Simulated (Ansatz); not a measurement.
The parent structure is BeS (space group P6_422, No. 181; a = 3.424 Å, c = 7.746 Å; a hypothetical phase, not in the database extracts checked).

The values are results of PBEsol/PAW in Ansatz (a quantum-chemistry and plane-wave program), no spin-orbit coupling, not measurements.

Carriers are added at fixed cell with a uniform background; the Fermi–Dirac width is that of 300 K.

One change was made to it. Results:

```json
[
 {"quantity": "Fermi level relative to the doped band's edge (positive inside the band; to 0.05 eV)", "base": "–", "after": "+0.80 eV"},
 {"quantity": "gap between the host's bands", "base": "2.48 eV", "after": "2.72 eV"},
 {"quantity": "gap character", "base": "indirect, Γ → M", "after": "indirect, Γ → M"}
]
```

Question: Which change produced these results?
A. electrons 7.0×10^21 cm⁻³
B. holes 2.0×10^22 cm⁻³
C. holes 3.0×10^21 cm⁻³
D. holes 1.0×10^22 cm⁻³

Answer: D, holes 1.0×10^22 cm⁻³. For comparison, the gap between the host's bands in the other runs: holes 3.0×10^21 cm⁻³ gives 2.56 eV; holes 2.0×10^22 cm⁻³ gives 2.95 eV; electrons 7.0×10^21 cm⁻³ gives 2.44 eV.

Charged cell with a jellium background: band edges are those of the host's band count, energies are not comparable with the neutral cell, and many-body gap narrowing is missing. Whether these cells are dynamically stable was not tested. The base started in P3_121 and relaxed to P6_422 at this level.
